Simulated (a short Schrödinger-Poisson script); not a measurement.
## MOS inversion layer, SiO2 on p-type Si(100)

Structure: MOS inversion layer, SiO2 on p-type Si(100), at 300 K.

| layer | material | thickness (nm) | Na (cm⁻³) |
|---|---|---|---|
| 1 | SiO2 | 2 | - |
| 2 | Si | 1000 | 1.7e17 |

The device is made up for the run: typed textbook-type constants, with dimensions and the other settings drawn at random. SiO2: permittivity 3.9, conduction-band edge (eV) 3.15, gap (eV) 9, electron mass (mₑ) 0.5. Si: permittivity 11.7, conduction-band edge (eV) 0, gap (eV) 1.124, Nv at 300 K (cm⁻³) 3.1e19.

Channel valleys (confinement mass, in-plane density-of-states mass, number): Δ2 0.916, 0.19, 2; Δ4 0.19, 0.417, 4. At the gate the conduction-band edge of layer 1 lies 3.54 eV − eVg above the Fermi level of the channel; the field vanishes at the back. Gaps are held at their typed values at every temperature. Mesh 0.03 nm at interfaces.

Solved with a short Schrödinger-Poisson script written for these runs: 1D Poisson equation in equilibrium, electrons quantum, Hartree (BenDaniel-Duke, 12 states a valley, the channel's in-plane mass for all, wave functions ending at the dielectric), parabolic valleys, classical holes, full ionisation, no traps, pinning or gate leakage.

| Vg (V) | electrons (cm⁻²) | C (μF/cm²) | Δ2 E0 (meV) | Δ2 E1 (meV) | Δ4 E0 (meV) | Δ4 E1 (meV) |
|---|---|---|---|---|---|---|
| 0.2 | 9.37e6 | 0.135 | 358.2 | 399.5 | 396.3 | 464.3 |
| 0.3 | 2.88e8 | 0.128 | 268.4 | 311.6 | 308.2 | 379.7 |
| 0.4 | 8.83e9 | 0.163 | 178.8 | 223.9 | 220.4 | 294.9 |
| 0.5 | 1.55e11 | 0.592 | 103.2 | 150.8 | 147.2 | 224.8 |
| 0.6 | 6.48e11 | 1.01 | 63.5 | 115.4 | 111.8 | 192.3 |
| 0.7 | 1.33e12 | 1.17 | 41.9 | 98.6 | 95.0 | 178.2 |
| 0.8 | 2.08e12 | 1.25 | 27.2 | 88.6 | 85.0 | 170.4 |
| 0.9 | 2.88e12 | 1.30 | 15.9 | 81.6 | 78.2 | 165.5 |
| 1 | 3.70e12 | 1.34 | 6.5 | 76.4 | 73.0 | 162.0 |
| 1.1 | 4.54e12 | 1.36 | -1.7 | 72.2 | 68.8 | 159.4 |
| 1.2 | 5.40e12 | 1.38 | -9.1 | 68.7 | 65.4 | 157.3 |
| 1.3 | 6.26e12 | 1.40 | -15.8 | 65.6 | 62.4 | 155.6 |
| 1.4 | 7.14e12 | 1.41 | -22.1 | 62.9 | 59.7 | 154.2 |
| 1.5 | 8.02e12 | 1.42 | -28.1 | 60.5 | 57.3 | 152.9 |
| 1.6 | 8.90e12 | 1.43 | -33.7 | 58.2 | 55.1 | 151.8 |
| 1.7 | 9.80e12 | 1.43 | -39.2 | 56.1 | 53.1 | 150.9 |
| 1.8 | 1.07e13 | 1.44 | -44.5 | 54.2 | 51.1 | 150.0 |
| 1.9 | 1.16e13 | 1.45 | -49.6 | 52.3 | 49.3 | 149.2 |

Gate voltages with under 1e6 electrons/cm² are left out.

Subbands count from the Fermi level.
